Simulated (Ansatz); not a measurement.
The starting structures come from a database of crystals and need not be the phases stable at ambient conditions.

 Where the default PAW files enter, the runs use the earlier of Ansatz's two default sets.

Inside the gap of an insulator the Bloch states are evanescent, with a wavenumber k + iκ along the transport direction.

Data:

```yaml
crystal:
  lattice:
    - [3.28362, 0.00000, 0.00000]
    - [0.00000, 9.80181, 0.00000]
    - [0.00000, 0.00000, 10.82413]
  atoms:
    - { symbol: Zr, position: [0.75000, 0.73089, 0.64733] }
    - { symbol: Zr, position: [0.25000, 0.26911, 0.35267] }
    - { symbol: Zr, position: [0.25000, 0.76911, 0.14733] }
    - { symbol: Zr, position: [0.75000, 0.23089, 0.85267] }
    - { symbol: Zr, position: [0.75000, 0.60671, 0.90637] }
    - { symbol: Zr, position: [0.25000, 0.39329, 0.09363] }
    - { symbol: Zr, position: [0.25000, 0.89329, 0.40637] }
    - { symbol: Zr, position: [0.75000, 0.10671, 0.59363] }
    - { symbol: Zr, position: [0.75000, 0.56902, 0.37530] }
    - { symbol: Zr, position: [0.25000, 0.43098, 0.62470] }
    - { symbol: Zr, position: [0.25000, 0.93098, 0.87530] }
    - { symbol: Zr, position: [0.75000, 0.06902, 0.12470] }
    - { symbol: N, position: [0.75000, 0.39697, 0.97218] }
    - { symbol: N, position: [0.25000, 0.60303, 0.02782] }
    - { symbol: N, position: [0.25000, 0.10303, 0.47218] }
    - { symbol: N, position: [0.75000, 0.89697, 0.52782] }
    - { symbol: N, position: [0.75000, 0.00546, 0.77436] }
    - { symbol: N, position: [0.25000, 0.99454, 0.22564] }
    - { symbol: N, position: [0.25000, 0.49454, 0.27436] }
    - { symbol: N, position: [0.75000, 0.50546, 0.72564] }
    - { symbol: N, position: [0.75000, 0.85708, 0.01858] }
    - { symbol: N, position: [0.25000, 0.14292, 0.98142] }
    - { symbol: N, position: [0.25000, 0.64292, 0.51858] }
    - { symbol: N, position: [0.75000, 0.35708, 0.48142] }
    - { symbol: N, position: [0.25000, 0.73714, 0.78523] }
    - { symbol: N, position: [0.75000, 0.26286, 0.21477] }
    - { symbol: N, position: [0.75000, 0.76286, 0.28523] }
    - { symbol: N, position: [0.25000, 0.23714, 0.71477] }
```

Space group of this cell: Pnma. The cell is taken as given; by PBEsol its mean pressure is -4.8 GPa.

Transport runs along the normal of the first two printed cell vectors.

The gap is the functional's own, uncorrected, and κ follows it; spin-orbit coupling is left out. Mid-gap values are interpolated between the computed energies.

Question: Predict the band gap and the smallest decay constant κ at mid-gap from Ansatz (a program for electronic structure) with PBEsol.

Answer: Gap 1.03 eV on a 10×4×4 mesh; κ = 0.202 1/Å, at the zone centre.
